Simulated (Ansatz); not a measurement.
The parent structure is ZnSe in the zinc blende structure (space group F-43m, No. 216).

Space group F-43m (No. 216); a = b = c = 5.6656 Å, α = β = γ = 90.00°

| atom | site | symmetry | x | y | z |
|---|---|---|---|---|---|
| Zn | 4a | -43m | 0.0000 | 0.0000 | 0.0000 |
| Se | 4d | -43m | 0.7500 | 0.7500 | 0.7500 |
(The calculation used a cell of 2 atoms; values per cell refer to that cell.)

Calculations: Kohn–Sham DFT with the r2SCAN functional, run in Ansatz (a program for electronic structure) with PAW and 500 eV plane waves, no SOC.

One change was made to it. Results:

```
quantity                                 base           after
-----------------------------  --------------  --------------
width of the top valence band         2.71 eV         3.01 eV
gap character                     direct at Γ     direct at Γ
electron mass                  0.12 mₑ (at Γ)  0.13 mₑ (at Γ)
```

Problem. Which change produced these results?
(A) pressure 4.5 GPa
(B) pressure 0.9 GPa
(C) pressure −1 GPa

Solution. A, pressure 4.5 GPa. For comparison, the width of the top valence band in the other runs: pressure 0.9 GPa gives 2.78 eV; pressure −1 GPa gives 2.64 eV.

Load acts through the strain it causes; cell and atoms are relaxed under it. Masses are band curvatures over ±0.01 Å⁻¹ around the edge. No phonon test of stability was made. Tetrahedral semiconductors of this kind turn to denser phases somewhere between about 1 and 50 GPa; those were not computed, so compressed cells here can lie past the real transition.
